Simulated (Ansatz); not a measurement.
**Co on the 1x1 (111) surface of fcc Ag, one in a 2x2 cell, started at the site 'bridge Ag-Ag (span 2.9 Å)'**

Calculation: PBE (plane waves to 420 eV, PAW; Ansatz, an electronic-structure program).

Set-up: 17 atoms, 7.1 Å thick at the start under the adsorbate (thin: gaps and levels are the slab's own); mesh 6x6x1; 0.1 eV smearing; dipole correction on; 8 atoms held, the rest relaxed; held to the start's symmetry, so lower structures may exist; spin-polarised, no spin-orbit, no U, no dispersion correction. At the end it is bonded to 3 Ag. In PBE it is, or lies within 0.03 eV of, the lowest of the starts that converged.

- adsorption energy against an atom of hcp Co, ferromagnetic: 2.80 eV
- work function of the top face: 3.72 eV
- change of the work function: -0.73 eV
- change of the step from the bottom to the top vacuum level, against the clean slab: -0.68 eV
- energy released by relaxation: 0.37 eV
- height of the binding atom over the mean of the host atoms within 0.3 Å of the top one: 1.891 Å
- magnetic moment of the cell: 2.10 μB
- nearest host atoms of the binding atom: Ag at 2.57 Å, Ag at 2.58 Å, Ag at 2.58 Å
- largest move of a host atom: 0.10 Å
- note: in the relaxation the adsorbate left its starting site by 0.9 Å
- cost: roughly 70 core-minutes

A negative adsorption energy means that the adsorbate is more stable on the surface than in its reference.
